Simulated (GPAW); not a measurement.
# Worked example: self-consistent single point of Ca₂CuAg (Amm2, 4 atoms in the cell) in GPAW

Method: LDA (Perdew-Wang 92), GPAW PAW datasets LDA (gpaw-data 1.0.1) (plane waves; GPAW).

Input:

```python
from ase import Atoms
from ase.units import GPa
from gpaw import GPAW

atoms = Atoms(['Ca', 'Ca', 'Cu', 'Ag'],
              cell=[[4.467976, 0.000000, 0.000000],
                    [0.000000, 2.163700, 5.614906],
                    [0.000000, -2.163700, 5.614906]],
              scaled_positions=[[0.000000, 0.858590, 0.858590],
                                [0.500000, 0.142530, 0.142530],
                                [0.500000, 0.433660, 0.433660],
                                [0.000000, 0.565220, 0.565220]],
              pbc=True)

calc = GPAW(mode={'name': 'pw', 'ecut': 800},
            xc='LDA',
            kpts=(5, 5, 5),
            occupations={'name': 'methfessel-paxton', 'width': 0.136, 'order': 1},
            nbands=-8,
            convergence={'forces': 0.001},
            symmetry={'symmorphic': False, 'tolerance': 0.0005},
            maxiter=100,
            txt='-')

atoms.calc = calc

energy = atoms.get_potential_energy()
print('Energy (eV):', round(energy, 6))
forces = atoms.get_forces()
print('Forces (eV/Ang):')
print(forces.round(5))
stress = atoms.get_stress()
print('Stress (GPa, Voigt):', (stress / GPa).round(4))
```

Output, abridged:

```
Input parameters:
  convergence: {forces: 0.001}
  kpts: [5 5 5]
  maxiter: 100
  mode: {ecut: 800,
         name: pw}
  nbands: -8
  occupations: {name: methfessel-paxton,
                order: 1,
                width: 0.136}
  symmetry: {symmorphic: False,
             tolerance: 0.0005}

species:
  Ca:
    name: Calcium
    Z: 20.0
    valence: 10
    core: 10
    charge: 0.0
    file: Ca.LDA.gz

    # Using partial waves for Ca as LCAO basis

  Cu:
    name: Copper
    Z: 29.0
    valence: 11
    core: 18
    charge: 0.0
    file: Cu.LDA.gz

    # Using partial waves for Cu as LCAO basis

  Ag:
    name: Silver
    Z: 47.0
    valence: 17
    core: 30
    charge: 0.0
    file: Ag.LDA.gz

    # Using partial waves for Ag as LCAO basis

Reference energy: -226348.455010  # eV

Spin-paired calculation

Convergence criteria:
 Maximum [total energy] change in last 3 cyles: 0.0005 eV / valence electron
 Maximum integral of absolute [dens]ity change: 0.0001 electrons / valence electron
 Maximum integral of absolute [eigenst]ate change: 4e-08 eV^2 / valence electron
 Maximum change in the atomic [forces] across last 2 cycles: 0.001 eV/Ang OR
Maximum error relative to the maximum force is below inf
 Maximum number of scf [iter]ations: 100

Symmetries present (total): 4
Symmetries with fractional translations: 0
125 k-points: 5 x 5 x 5 Monkhorst-Pack grid
27 k-points in the irreducible part of the Brillouin zone
       k-points in crystal coordinates                weights
   0:     0.00000000    0.00000000    0.00000000          1/125
   1:     0.00000000    0.20000000   -0.20000000          2/125
   2:     0.00000000    0.20000000    0.00000000          4/125
   [... 7 lines left out ...]
          ...
  26:     0.40000000    0.40000000    0.40000000          4/125

Wave functions: Plane wave expansion
  Cutoff energy: 800.000 eV
  Number of coefficients (min, max): 5556, 5595
  Pulay-stress correction: 0.000000 eV/Ang^3 (de/decut=0.000000)

Occupation numbers: Methfessel-Paxton:
  width: 0.1360  # eV
  order: 1

Eigensolver

Densities:
  Coarse grid: 30*40*40 grid
  Fine grid: 60*80*80 grid
  Total Charge: 0.000000

Density mixing:
  Method: separate
  Backend: pulay
  Linear mixing parameter: 0.05
  old densities: 5
  Damping of long wavelength oscillations: 50

Hamiltonian:
  XC and Coulomb potentials evaluated on a 60*80*80 grid
  External potential:
    NoExternalPotential

Number of atoms: 4
Number of atomic orbitals: 31
Number of bands in calculation: 32
Number of valence electrons: 48
Bands to converge: occupied

Density initialized from atomic densities
  31 bands from LCAO basis set
  1 band from random numbers

Atomic positions and initial magnetic moments

Positions:
   0 Ca     0.000000   -0.000000    9.641804    ( 0.0000,  0.0000,  0.0000)
   1 Ca     2.233988    0.000000    1.600585    ( 0.0000,  0.0000,  0.0000)
   2 Cu     2.233988   -0.000000    4.869920    ( 0.0000,  0.0000,  0.0000)
   3 Ag     0.000000    0.000000    6.347314    ( 0.0000,  0.0000,  0.0000)

Unit cell:
           periodic     x           y           z      points  spacing
  1. axis:    yes    4.467976    0.000000    0.000000    30     0.1489
  2. axis:    yes    0.000000    2.163700    5.614906    40     0.1009
  3. axis:    yes    0.000000   -2.163700    5.614906    40     0.1009

  Lengths:   4.467976   6.017372   6.017372
  Angles:   42.148265  90.000000  90.000000

Effective grid spacing dv^(1/3) = 0.1313

     iter     time        total  log10-change:
                         energy   eigst   dens  force
iter:   1 --:--:--   -14.718922
iter:   2 --:--:--   -14.633991   -0.60  -1.40
iter:   3 --:--:--   -13.970614   -0.89  -1.45
iter:   4 --:--:--   -14.019351   -1.40  -1.64
iter:   5 --:--:--   -13.950219   -2.07  -1.78
iter:   6 --:--:--   -13.936612   -1.33  -1.96
iter:   7 --:--:--   -13.840217   -2.49  -2.14
iter:   8 --:--:--   -13.831408   -2.25  -2.34
iter:   9 --:--:--   -13.829789c  -3.29  -2.58
iter:  10 --:--:--   -13.824748c  -3.00  -2.77
iter:  11 --:--:--   -13.824829c  -4.20  -3.07
iter:  12 --:--:--   -13.824422c  -4.11  -3.13
iter:  13 --:--:--   -13.824531c  -4.97  -3.24
iter:  14 --:--:--   -13.824471c  -4.92  -3.31
iter:  15 --:--:--   -13.824295c  -4.96  -3.57
iter:  16 --:--:--   -13.824283c  -5.04  -3.68
iter:  17 --:--:--   -13.824289c  -5.74  -3.83
iter:  18 --:--:--   -13.824265c  -5.42  -3.86
iter:  19 --:--:--   -13.824264c  -6.74  -4.33c
iter:  20 --:--:--   -13.824265c  -6.76  -4.64c
iter:  21 --:--:--   -13.824264c  -8.25c -4.81c
iter:  22 --:--:--   -13.824264c  -7.26  -4.84c
iter:  23 --:--:--   -13.824264c  -8.67c -5.00c -2.61
iter:  24 --:--:--   -13.824263c  -8.05c -5.07c -2.92
iter:  25 --:--:--   -13.824263c  -9.10c -5.23c -3.49c

Converged after 25 iterations.

Dipole moment: (-0.000000, 0.000000, 0.194422) |e|*Ang

Energy contributions relative to reference atoms: (reference = -226348.455010)

Kinetic:        -25.154468
Potential:      +23.460011
External:        +0.000000
XC:             -11.311507
Entropy (-ST):   +0.000729
Local:           -0.818784
SIC:             +0.000000
--------------------------
Free energy:    -13.824020
Extrapolated:   -13.824263

Showing only first 2 kpts
 Kpt  Band  Eigenvalues  Occupancy
  0    22      3.08813    2.00000
  0    23      4.55150    0.04353
  0    24      5.78024   -0.00000
  0    25      6.06192   -0.00000

  1    22      2.83936    2.00000
  1    23      3.64336    2.00000
  1    24      4.55953    0.01188
  1    25      5.42916   -0.00000

Fermi level: 4.44854

No gap
No difference between direct/indirect transitions
Energy (eV): -13.824263

Forces in eV/Ang:
  0 Ca    0.00000    0.00000    0.15841
  1 Ca    0.00000    0.00000   -0.17289
  2 Cu    0.00000    0.00000    0.20286
  3 Ag    0.00000    0.00000   -0.18905

Stress tensor:
     0.031058     0.000000     0.000000
     0.000000     0.040228     0.000000
     0.000000     0.000000     0.032759
Stress (GPa, Voigt): [4.976  6.4452 5.2486 0.     0.     0.    ]
```

The run converged in 25 iterations. GPAW prints stress with tension positive.

The starting cell comes from a database of computed structures (which also holds hypothetical and non-ambient phases and stackings), without a prior relaxation at this level. Its lattice was rescaled by a random factor within 2.5 % of one. Spin polarisation is off. With a pressure of about -6 GPa the cell is away from its equilibrium volume at this level.

Cost on one core of a shared machine: roughly 3 min.
